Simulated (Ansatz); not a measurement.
Data:

```xyz
2
Lattice="0.0000 2.1784 2.1784 2.1784 0.0000 2.1784 2.1784 2.1784 0.0000" Properties=species:S:1:pos:R:3 pbc="T T T"
Si     0.0000     0.0000     0.0000
C      1.0892     1.0892     1.0892
```

Method: r2SCAN with spin-orbit coupling, rigid bands (plane waves, PAW; Ansatz, a first-principles code). Geometry: cell and atoms relaxed with PBEsol.

What conductivity effective mass do dilute electrons have at 300 K?

0.30 mₑ.

Predict the hole conductivity mass (n e² τ/σ) at 300 K, by direction if it differs.

0.68 mₑ.

And the band gap?

1.71 eV at this level; semilocal functionals usually fall short of the measured gap.

Rigid bands, one relaxation time for all states, no polarons. Geometry: cell and atoms relaxed with PBEsol.
